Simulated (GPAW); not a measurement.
A user runs GPAW on Sc (P6_3/mmc, 4 atoms in the cell) and asks whether the run is sound. The aim is a self-consistent single point with DFT PBE, plane waves, GPAW PAW datasets PBE (gpaw-data 1.0.1).

Cell that was meant: a = 3.2999 Å, b = 3.2999 Å, c = 10.6173 Å, α = 90.00°, β = 90.00°, γ = 120.00°.

Part of the input:

```python

calc = GPAW(mode=PW(800),
            xc='PBE',
            occupations=FermiDirac(0.1),
            nbands=-8,
            convergence={'forces': 0.001},
            symmetry={'symmorphic': False, 'tolerance': 0.0005},
```

The program printed (abridged):

```
Input parameters:
  convergence: {forces: 0.001}
  maxiter: 120
  mode: {ecut: 800.0,
         name: pw}
  nbands: -8
   [... lines left out ...]
   3 Sc     1.649927    0.952584    7.962968    ( 0.0000,  0.0000,  0.0000)

Unit cell:
           periodic     x           y           z      points  spacing
  1. axis:    yes    3.299851    0.000000    0.000000    24     0.1191
  2. axis:    yes   -1.649925    2.857754    0.000000    24     0.1191
  3. axis:    yes    0.000000    0.000000   10.617291    70     0.1517

  Lengths:   3.299851   3.299850  10.617291
  Angles:   90.000000  90.000000 119.999999

Effective grid spacing dv^(1/3) = 0.1354
     iter     time        total  log10-change:
                         energy   eigst   dens  force
iter:   1 --:--:--   -28.076662
iter:   2 --:--:--   -28.007139   +0.03  -1.21
iter:   3 --:--:--   -26.738283   +0.15  -1.23
iter:   4 --:--:--   -26.954718   -0.01  -1.76
iter:   5 --:--:--   -27.129392   -0.37  -1.61
iter:   6 --:--:--   -27.357870   -0.70  -1.51
iter:   7 --:--:--   -27.097051   -1.17  -1.41
iter:   8 --:--:--   -26.878771   -1.40  -1.57
iter:   9 --:--:--   -26.884996   -1.78  -2.03
iter:  10 --:--:--   -26.884469c  -2.02  -2.02
   [... lines left out ...]
iter:  30 --:--:--   -26.879489c  -4.84  -4.18c
iter:  31 --:--:--   -26.879526c  -4.95  -4.34c
iter:  32 --:--:--   -26.879477c  -5.26  -4.55c
iter:  33 --:--:--   -26.879473c  -5.39  -4.92c
iter:  34 --:--:--   -26.879477c  -5.00  -4.97c
   [... 61 lines left out ...]
iter:  96 --:--:--   -26.879486c  -7.18  -5.42c
iter:  97 --:--:--   -26.879486c  -7.10  -5.40c
iter:  98 --:--:--   -26.879487c  -7.12  -5.38c
iter:  99 --:--:--   -26.879485c  -7.34  -5.35c
iter: 100 --:--:--   -26.879489c  -7.48c -5.22c
iter: 101 --:--:--   -26.879490c  -7.52c -5.63c -20.32c
Converged after 101 iterations.

Dipole moment: (0.000000, -0.000000, 0.000000) |e|*Ang

Energy contributions relative to reference atoms: (reference = -83155.532482)

Kinetic:        +33.334575
Potential:      -43.193518
External:        +0.000000
XC:             -17.422465
Entropy (-ST):   -0.458520
Local:           +0.631177
SIC:             +0.000000
--------------------------
Free energy:    -27.108750
Extrapolated:   -26.879490

 Band  Eigenvalues  Occupancy
   [... 27 lines left out ...]

Fermi level: 6.09023

Gap: 0.216 eV
Transition (v -> c):
  (s=0, k=0, n=20, [0.00, 0.00, 0.00]) -> (s=0, k=0, n=21, [0.00, 0.00, 0.00])
No difference between direct/indirect transitions
Energy (eV): -26.87949

Forces in eV/Ang:
  0 Sc    0.00000   -0.00000    0.00000
  1 Sc    0.00000    0.00000    0.00000
  2 Sc    0.00000    0.00000   -0.00000
  3 Sc   -0.00000   -0.00000    0.00000

Stress tensor:
     0.069745    -0.000000     0.000000
    -0.000000     0.069745     0.000000
     0.000000     0.000000    -0.317394
Stress (GPa, Voigt): [ 11.1744  11.1744 -50.8521   0.       0.      -0.    ]
```

Q: Is this run sound? If not, what is wrong?

A: The run is not sound. The fault is a single k-point for a small metallic cell. One k-point cannot sample the Fermi surface of a small cell. To fix it, use a converged k-point mesh. The run converged in 101 iterations without an error; against the sound input the free energy goes down by 2.10 eV/atom and the pressure goes from -0.70 to 9.50 GPa.

An input that runs soundly differs in these lines (not the only fix; some lines may just follow from the change or write a value another way):
```diff
+            kpts={'size': (8, 8, 2), 'gamma': True},
```

With that input, the run converged in 51 iterations: free energy E − TS (from the program's reference atoms) -18.7093 eV; Fermi level (on the code's own zero) 5.56 eV; pressure -0.70 GPa (DFT PBE, plane waves, GPAW PAW datasets PBE (gpaw-data 1.0.1)).

On the sound input: the starting cell was generated: these elements placed on a structure prototype, without a prior relaxation; it need not be a known phase or ordering of this composition. The log's line on a gap gives a spacing of levels on this mesh, which the program prints for metals too.
